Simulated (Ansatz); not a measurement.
## ZnSnO3 (R-3, No. 148; cell taken from a computed entry)

Level of theory: PBE0 (Ansatz, a first-principles code, plane waves, PAW).

Settings: plane-wave cutoff 460 eV, 6×6×6 k mesh, Fermi–Dirac smearing 0.01 eV, scalar-relativistic PAW data made under PBE.

Cell (relaxed with PBEsol):

Space group R-3, hexagonal axes (No. 148); a = 5.307 Å, b = 5.307 Å, c = 14.026 Å, α = 90.00°, β = 90.00°, γ = 120.00°

```csv
atom,site,symmetry,x,y,z
Zn,6c,3.,0.0000,0.0000,0.3650
Sn,6c,3.,0.0000,0.0000,0.1492
O,18f,1,0.3048,0.0064,0.2488
```
(The calculation used a cell of 10 atoms; values per cell refer to that cell.)

```json
{
 "band_gap": "3.98 eV",
 "smallest_direct_gap_on_the_k_points_sampled": "4.06 eV"
}
```

Note: cell and atoms aren't relaxed at this level (pressure -1.6 GPa).

Spin–orbit coupling is not included.
